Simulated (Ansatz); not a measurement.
Base system: SrO in the rock salt structure (space group Fm-3m, No. 225; a = 5.1599 Å).

Structures relaxed with Ansatz (a program for electronic structure) r2SCAN, scalar-relativistic without spin-orbit coupling.

Base:

Simulated powder pattern, Cu Kα, λ = 1.54184 Å (kinematic, ideal powder, no thermal factors, no anomalous dispersion; the 8 strongest lines at most, above 2 %, up to 2θ = 90°):

| 2θ (°) | I/Imax (%) | hkl |
|---|---|---|
| 30.00 | 90 | (111) |
| 34.77 | 100 | (200) |
| 50.00 | 67 | (220) |
| 59.41 | 42 | (311) |
| 62.34 | 22 | (222) |
| 73.40 | 10 | (400) |
| 81.27 | 18 | (331) |
| 83.85 | 28 | (420) |

After one change:

Simulated powder pattern, Cu Kα, λ = 1.54184 Å (kinematic, ideal powder, no thermal factors, no anomalous dispersion; the 8 strongest lines at most, above 2 %, up to 2θ = 90°):

| 2θ (°) | I/Imax (%) |
|---|---|
| 30.15 | 90 |
| 34.96 | 100 |
| 50.27 | 67 |
| 59.75 | 42 |
| 62.69 | 22 |
| 73.84 | 10 |
| 81.78 | 18 |
| 84.38 | 28 |

Task: What was done to the base?
A) pressure 0.3 GPa
B) pressure 10 GPa
C) pressure 0.7 GPa
D) pressure 1.5 GPa

Result: D, pressure 1.5 GPa. Its volume per atom is 16.91 Å³ against 17.17 Å³, and its space group is Fm-3m (No. 225).

Load acts through the strain it causes; cell and atoms are relaxed under it. Stability against distortions was not tested. Competing high-pressure phases were not computed.
